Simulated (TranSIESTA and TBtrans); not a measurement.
Run with TranSIESTA and TBtrans (open boundaries, self-consistent; PseudoDojo norm-conserving potentials, scalar-relativistic): PAO.BasisSize DZP, PAO.EnergyShift 0.15 eV, XC.Authors PBE, Mesh.Cutoff 200 Ry, ElectronicTemperature 300 K, TS.Voltage 0.0 eV, TBT.Elecs.Eta 0.001 eV, no spin polarisation.

Device: Na chain with one B atom in place of Na. Leads: straight Na chain, spacing 3.498 Å. Geometry: 3 atoms about the centre moved by SIESTA (PBE, DZP) to a largest force of 0.06 eV/Å, all others as built, motion along the axis alone.

### Question
Give the largest eigenchannel transmissions at the Fermi level (four at most) and the total.

### Answer
0.51; total 0.51. The straight chain is held at its spacing; free chains may zigzag or dimerise. No spin-polarised start was tried, so a magnetic state, if there is one, is missed.
